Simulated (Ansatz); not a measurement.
C axis length of PbTe (model structure, started from the PtS type, P4₂/mmc, No. 131, 4 atoms in the cell) at several levels of theory

No measured value is used here.

```
level (code)         value (Å)
-------------------  ---------
PBE (Ansatz)             8.814
PBEsol (Ansatz)          8.842
PBE-D3(BJ) (Ansatz)      8.985
```

Density-functional levels without +SOC have no spin–orbit coupling. Ansatz's density-functional and Hartree–Fock values are scalar-relativistic unless marked +SOC, with PAW data made under PBE.

A model structure was made by putting elements into a prototype or built by hand; it is no filed structure, need not be a known phase, and can be a saddle point held by its symmetry.

Ansatz is a first-principles code.
